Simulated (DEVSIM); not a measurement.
Structure: Si/Ge p-n heterojunction, at 300 K.

Layer 1 from the left is Si, thickness (μm) 0.550, Na (cm⁻³) 1.4e16, τn (s) 3.6e-6, τp (s) 3.6e-6. Layer 2 from the left is Ge, thickness (μm) 1.30, Nd (cm⁻³) 6.6e15, τn (s) 3.6e-6, τp (s) 1.1e-6.

Left contact: ohmic. Right contact: ohmic. Voltage is applied to the left contact. Recombination: SRH at mid-gap, Auger. Mobility is constant in doping.

Constants are typed, rounded textbook-type inputs, not results; the design itself was drawn at random and stands for no fabricated device. Values at 300 K.

Si: gap (eV) 1.124, affinity (eV) 4.05, permittivity 11.7, Nc (cm⁻³) 2.86e19, Nv (cm⁻³) 3.1e19, μn (cm²/Vs) 1417, μp (cm²/Vs) 470, Cn (cm⁶/s) 2.8e-31, Cp (cm⁶/s) 9.9e-32. Ge: gap (eV) 0.664, affinity (eV) 4, permittivity 16, Nc (cm⁻³) 1.04e19, Nv (cm⁻³) 6e18, μn (cm²/Vs) 3900, μp (cm²/Vs) 1900, Cn (cm⁶/s) 1e-31, Cp (cm⁶/s) 1e-31.

DEVSIM, 1D drift-diffusion, Boltzmann statistics, complete ionisation; no tunnelling, impact ionisation, image-force lowering or self-heating. Band offsets follow the typed affinities; no thermionic-emission limit at abrupt steps, no polarisation charge.

Question: What does the simulation give for the potential step across the device at zero bias, the dark forward voltage at 1 A/cm², the largest field in the device at zero bias?

Answer: potential step across the device at zero bias 0.785 V; dark forward voltage at 1 A/cm² 0.305 V; largest field in the device at zero bias 42000 V/cm.
